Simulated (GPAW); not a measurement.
Worked example: self-consistent single point of BiPbO2F (Cm, 5 atoms in the cell) in GPAW.

Method of the run: PBEsol, GPAW PAW datasets PBEsol (made by gpaw-setup) (plane waves; GPAW).

The change in words: lattice scaled by 0.98. Reference geometry:
```xyz
5
Lattice="3.4623 -2.0043 0.0000 3.4623 2.0043 0.0000 -0.1111 0.0000 6.5107" Properties=species:S:1:pos:R:3 pbc="T T T"
Bi     4.8271     0.0000     1.9009
Pb     2.5351     0.0000     4.8504
O      2.5238     0.0000     2.4836
O      4.8319     0.0000     4.1171
F      0.2199     0.0000     0.6414
```

Reference input (self-consistent single point, DFT PBEsol, plane waves, GPAW PAW datasets PBEsol (made by gpaw-setup)): mode = pw; ecut = 900 eV; xc = PBEsol; kpts = 6 6 3; mesh shift (steps) = 0 0 0; occupations.name = fermi-dirac; occupations.width = 0.05 eV; nbands = -8; convergence.density = 1e-05 e/electron; convergence.energy = 1e-05 eV/electron; convergence.bands = -6; symmetry.symmorphic = false. This run's input differs from it in these lines:

```diff
@@ -5,5 +5,5 @@
 atoms = Atoms(['Bi', 'Pb', 'O', 'O', 'F'],
-              cell=[[3.462275, -2.004275, 0.000000],
-                    [3.462275, 2.004275, 0.000000],
-                    [-0.111132, 0.000000, 6.510672]],
+              cell=[[3.393030, -1.964189, 0.000000],
+                    [3.393030, 1.964189, 0.000000],
+                    [-0.108909, 0.000000, 6.380459]],
               scaled_positions=[[0.701790, 0.701790, 0.291960],
```

Output, abridged:

```
     iter     time        total  log10-change:
                         energy   eigst   dens
iter:   1 --:--:--   -34.272885   +0.24
iter:   2 --:--:--   -32.898993   -0.75  -1.01
iter:   3 --:--:--   -30.030525   -0.51  -1.07
iter:   4 --:--:--   -29.883115   -1.19  -1.38
iter:   5 --:--:--   -29.893122   -1.65  -1.51
   [... 2 lines left out ...]
iter:   8 --:--:--   -29.822984   -3.48  -2.40
iter:   9 --:--:--   -29.820413   -2.96  -2.53
iter:  10 --:--:--   -29.819457   -3.45  -2.60
iter:  11 --:--:--   -29.819430   -4.67  -3.00
iter:  12 --:--:--   -29.819433c  -5.54  -3.02
iter:  13 --:--:--   -29.819571c  -5.51  -3.08
iter:  14 --:--:--   -29.819545c  -5.70  -3.25
iter:  15 --:--:--   -29.819589c  -4.77  -3.27
iter:  16 --:--:--   -29.819522c  -5.09  -3.31
iter:  17 --:--:--   -29.819522c  -6.56  -3.93
iter:  18 --:--:--   -29.819520c  -7.11  -4.05
iter:  19 --:--:--   -29.819520c  -6.19  -4.14
iter:  20 --:--:--   -29.819519c  -6.58  -4.18
iter:  21 --:--:--   -29.819519c  -7.21  -4.43
iter:  22 --:--:--   -29.819519c  -8.04c -4.45
iter:  23 --:--:--   -29.819519c  -8.56c -4.42
iter:  24 --:--:--   -29.819519c  -7.71c -4.45
iter:  25 --:--:--   -29.819519c  -8.86c -4.85
iter:  26 --:--:--   -29.819519c  -8.60c -4.93
iter:  27 --:--:--   -29.819519c  -9.47c -5.05c
Converged after 27 iterations.

Dipole moment: (-3.888509, -0.000000, -1.216022) |e|*Ang

Energy contributions relative to reference atoms: (reference = -1158590.837506)

Kinetic:        +61.088307
Potential:      -58.728848
External:        +0.000000
XC:             -30.837498
Entropy (-ST):   -0.000000
Local:           -1.341480
SIC:             +0.000000
--------------------------
Free energy:    -29.819519
Extrapolated:   -29.819519

Showing only first 2 kpts
 Kpt  Band  Eigenvalues  Occupancy
  0    22      3.41225    2.00000
  0    23      5.22362    2.00000
  0    24      8.77726    0.00000
  0    25     10.19080    0.00000

  1    22      3.40633    2.00000
  1    23      4.87691    2.00000
  1    24      8.27675    0.00000
  1    25      9.91069    0.00000

Fermi level: 6.32421

Gap: 2.358 eV
Transition (v -> c):
   [... lines left out ...]
Direct gap: 2.660 eV
   [... lines left out ...]
Energy (eV): -29.819519

Forces in eV/Ang:
  0 Bi    0.02220    0.00000   -0.41150
  1 Pb   -0.05683    0.00000    0.30887
  2 O    -0.00753    0.00000    0.14177
  3 O     0.02654    0.00000    0.07818
  4 F     0.01550    0.00000   -0.11676

Stress tensor:
    -0.007837     0.000000     0.000068
     0.000000    -0.006698     0.000000
     0.000068     0.000000    -0.005150
Stress (GPa, Voigt): [-1.2556 -1.0732 -0.825   0.      0.0109  0.    ]
```

The run converged in 27 iterations. GPAW prints stress with tension positive. Against the reference run the free energy goes down by 10.7 meV/atom, the largest force goes from 0.343 to 0.412 eV/Å and the gap on the mesh goes from 2.313 to 2.358 eV.

At such cutoffs GPAW's stress carries a finite-basis (Pulay) error, which enters relaxed cells too; its log prints stress with tension positive.

The starting cell comes from a database of computed structures (which also holds hypothetical and non-ambient phases and stackings), without a prior relaxation at this level. For this run, on top of that: lattice scaled by 0.98. Spin-orbit coupling is off.

Cost on one core of a shared machine: roughly 2 min.
